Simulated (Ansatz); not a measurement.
Subject: the energy change from cell B to cell A (H taken out, in a slab cell with four atoms a plane). Reaction: cell B → cell A + 1/2 H2 (gas). Negative: the products are lower in energy.

Cell A: a slab of Cu (fcc, Fm-3m) cut along (111), 21 atoms, hexagonal cell of 5.13 Å (22.8 Å²), symmetry P3m1, 9.5 Å thick under 16 Å of vacuum, in-plane vectors held at the crystal's; planes from bottom to top: Cu4 × 5 | O, its two faces unlike (dipole correction applied); added, foreign or displaced atoms, above the top plane: O bound to 3 Cu at 1.89 Å; spin state with PBE: run without spin, k-point mesh 10×10×1.
```xyz
21
Lattice="5.1334 0.0000 0.0000 2.5667 4.4456 0.0000 0.0000 0.0000 25.6270" Properties=species:S:1:pos:R:3 pbc="T T T"
Cu     5.1307     1.4824     8.0299
Cu     2.5640     1.4803     8.0253
Cu     6.4123     3.7021     8.0299
Cu     3.8491     3.7022     8.0299
Cu    -0.0027    -0.0016    10.1094
Cu     2.5639     0.0012    10.1018
Cu     1.2830     2.2198    10.1018
Cu     3.8449     2.2198    10.1018
Cu     1.2809     0.7395    12.1933
Cu     3.8467     0.7396    12.1932
Cu     2.5638     2.9615    12.1932
Cu     5.1305     2.9621    12.1748
Cu     5.1302     1.4974    14.2784
Cu     2.5636     1.4801    14.2595
Cu     6.3986     3.6943    14.2782
Cu     3.8619     3.6942    14.2784
Cu    -0.0038    -0.0022    16.2635
Cu     2.5629    -0.0510    16.4280
Cu     1.2373     2.2450    16.4280
Cu     3.8887     2.2451    16.4277
O      2.5632     1.4799    17.5286
```

Cell B: a slab of Cu (fcc, Fm-3m) cut along (111), 22 atoms, hexagonal cell of 5.13 Å (22.8 Å²), symmetry Cm, 10.7 Å thick under 16 Å of vacuum, in-plane vectors held at the crystal's; planes from bottom to top: Cu4 × 5 | O | H, its two faces unlike (dipole correction applied); added, foreign or displaced atoms, above the top plane: OH bound through O to 3 Cu at 2.06 Å; spin state with PBE: run without spin, k-point mesh 10×10×1.
```yaml
crystal:
  lattice:
    - [5.13338, 0.00000, 0.00000]
    - [2.56669, 4.44564, 0.00000]
    - [0.00000, 0.00000, 26.74872]
  atoms:
    - { symbol: Cu, position: [0.83439, 0.33279, 0.30022] }
    - { symbol: Cu, position: [0.33441, 0.33270, 0.30001] }
    - { symbol: Cu, position: [0.83438, 0.83263, 0.30024] }
    - { symbol: Cu, position: [0.33451, 0.83266, 0.30021] }
    - { symbol: Cu, position: [0.00114, 0.99935, 0.37781] }
    - { symbol: Cu, position: [0.50081, 0.99997, 0.37784] }
    - { symbol: Cu, position: [0.00177, 0.49902, 0.37783] }
    - { symbol: Cu, position: [0.50082, 0.49904, 0.37784] }
    - { symbol: Cu, position: [0.16759, 0.16568, 0.45594] }
    - { symbol: Cu, position: [0.66853, 0.16565, 0.45594] }
    - { symbol: Cu, position: [0.16758, 0.66659, 0.45594] }
    - { symbol: Cu, position: [0.66792, 0.66597, 0.45541] }
    - { symbol: Cu, position: [0.83307, 0.33589, 0.53406] }
    - { symbol: Cu, position: [0.33466, 0.33260, 0.53362] }
    - { symbol: Cu, position: [0.83307, 0.83094, 0.53406] }
    - { symbol: Cu, position: [0.33805, 0.83093, 0.53406] }
    - { symbol: Cu, position: [0.00155, 0.99921, 0.60805] }
    - { symbol: Cu, position: [0.50584, 0.99063, 0.61261] }
    - { symbol: Cu, position: [0.99297, 0.50349, 0.61263] }
    - { symbol: Cu, position: [0.50586, 0.50351, 0.61260] }
    - { symbol: O, position: [0.33547, 0.33240, 0.66441] }
    - { symbol: H, position: [0.33784, 0.33168, 0.70071] }
```

Reference: an isolated H2 molecule (singlet) in a box of 11 × 11 × 13 Å.

Computed with Ansatz (plane waves, PAW), its default PAW set, cutoff 420 eV, 500 eV for r2SCAN. The structures are at rest with PBE, within the held lattices; other levels are single points on them. Neutral cells; Fermi-Dirac smearing of at most 0.10 eV in the solids, energies taken to zero width. The lattices are those relaxed with PBE, so at other levels the solids can be strained, which adds to the spread. Larger cells are relaxed from a start prepared with the learned potential CHGNet till forces fall under 0.03 eV/Å, which some starts already meet. A dispersion term (D3(BJ), or D4 for r2SCAN) was computed beside these levels and is taken off wherever the name lacks it. Nuclei at rest; no vibrational terms. Cells are local rest points, mostly with their start's symmetry. No Hubbard U is applied. No correction for cell size. Cell A has symmetry P3m1 and got no random move, so less symmetric positions, which may lie lower, weren't tried. Cell B has symmetry Cm and got no random move, so less symmetric positions, which may lie lower, weren't tried.

Question: What is the computed value (PBE)?

Answer: 0.75 eV, for cell B → cell A + 1/2 H2 (gas).

Question: How does the value move with the functional?

Answer: 
```
Functional  value (eV)  less PBE
----------  ----------  --------
r2SCAN            0.81      0.06
```

The levels span 0.06 eV, from PBE (0.75) to r2SCAN (0.81).

Ansatz is an electronic-structure program.
